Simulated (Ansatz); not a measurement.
System: NaF (model structure, F-43m, No. 216, 2 atoms in the cell). Method: LDA (plane waves, PAW; Ansatz, an electronic-structure program).

Settings: plane-wave cutoff 520 eV, 12×12×12 k mesh, Fermi–Dirac smearing 0.01 eV, scalar-relativistic PAW data made under PBE.

Cell (relaxed at this level):

```yaml
crystal:
  lattice:
    - [0.00000, 2.48060, 2.48060]
    - [2.48060, 0.00000, 2.48060]
    - [2.48060, 2.48060, 0.00000]
  atoms:
    - { symbol: Na, position: [0.00000, 0.00000, 0.00000] }
    - { symbol: F, position: [0.25000, 0.25000, 0.25000] }
```

Question: Predict the band gap and bulk modulus B0.

Answer: 
* **band gap**: 5.53 eV (on the SCF k mesh)
* **bulk modulus B0**: 42.0 GPa

Note: the bulk modulus is −V dP/dV from two relaxed cells at ±2 % in volume; the relaxation could raise the start's symmetry but not lower it, so the cell can be a saddle point.

Static lattice: no zero-point or thermal effects.

A model structure was made by putting elements into a prototype or built by hand; it is no filed structure, need not be a known phase, and can be a saddle point held by its symmetry.
